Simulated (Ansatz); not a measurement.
Base system: ZnSiP2 in the chalcopyrite structure (space group I-42d, No. 122; a = 5.3775 Å, c = 10.4661 Å).

It is then changed as follows: hole doping at 1.0×10^22 cm⁻³ (1.51 per cell), with a uniform compensating background at fixed cell and a 300 K Fermi–Dirac width.

Method: r2SCAN in Ansatz (plane waves to 500 eV, PAW, no spin-orbit coupling).

Base, band edges from the VBM (valence, conduction): M -1.17, 1.77; G -0.92, 2.66; R -0.92, 2.66; X -0.58, 2.35; Γ 0.00, 1.55; S₀ -0.61, 1.90; S -0.61, 1.90; N -0.81, 3.03; P -0.93, 3.03 eV.

Question: Give the band edges at the high-symmetry points of the new zone, measured from its valence-band maximum.

Answer: 
| point | valence edge (eV) | conduction edge (eV) |
|---|---|---|
| Γ | 0.00 | 1.76 |
| X | -0.61 | 2.41 |
| P | -0.96 | 3.06 |
| N | -0.81 | 3.16 |
| M | -1.22 | 1.94 |
| S | -0.65 | 2.06 |
| S₀ | -0.65 | 2.06 |
| R | -0.94 | 2.72 |
| G | -0.94 | 2.72 |

The gap is 1.76 eV, direct at Γ.

Charged cell with a jellium background: band edges are those of the host's band count, energies are not comparable with the neutral cell, and many-body gap narrowing is missing. Stability against distortions was not tested.

Ansatz is a first-principles code.
